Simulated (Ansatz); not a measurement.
## Gd under a change: uniaxial strain ε_zz = +3.15 %

Consider Gd in the hcp (Mg type) structure (space group P6_3/mmc, No. 194; a = 3.655 Å, c = 5.848 Å; ferromagnetic; relaxed with 0.1 eV smearing). Axes: x lies along a and z along c of the hexagonal cell.

One thing is altered: the cell is stretched by 3.15 % along z with no lateral relaxation, atoms relaxed at fixed cell.

Method: PBE (Ansatz, a program for electronic structure, PAW, scalar-relativistic without spin-orbit coupling). Settings: 18×18×10 k-points, 0.1 eV Fermi–Dirac smearing.

- Volume per atom = 34.90 Å³ (base 33.84 Å³)
- Space group = P6_3/mmc (No. 194) (base P6_3/mmc (No. 194))
- Energy relative to the base (free energy F) = +6.7 meV/atom
- Pressure (mean of the normal stresses, compression positive) = -0.9 GPa (base 0.0 GPa)
- Band gap = zero (base zero)
- Magnetic state = ferromagnetic (base ferromagnetic)
- Largest site moment = 7.34 μB (base 7.32 μB)
- Stress (xx, yy, zz, yz, xz, xy; compression positive) = (-0.4, -0.4, -2.0, 0.0, 0.0, 0.0) GPa

Final structure:

```yaml
crystal:
  lattice:
    - [3.65540, 0.00000, 0.00000]
    - [-1.82770, 3.16567, 0.00000]
    - [0.00000, 0.00000, 6.03270]
  atoms:
    - { symbol: Gd, position: [0.33333, 0.66667, 0.75000] }
    - { symbol: Gd, position: [0.66667, 0.33333, 0.25000] }
```

Cost of the whole job for the changed cell (relaxation, final SCF and bands): around 2.4 core-minutes (rough).

Other magnetic orders, which the real material may have, were not ruled out. The state of the 4f shell was not checked for lower solutions. Whether these cells are dynamically stable was not tested.
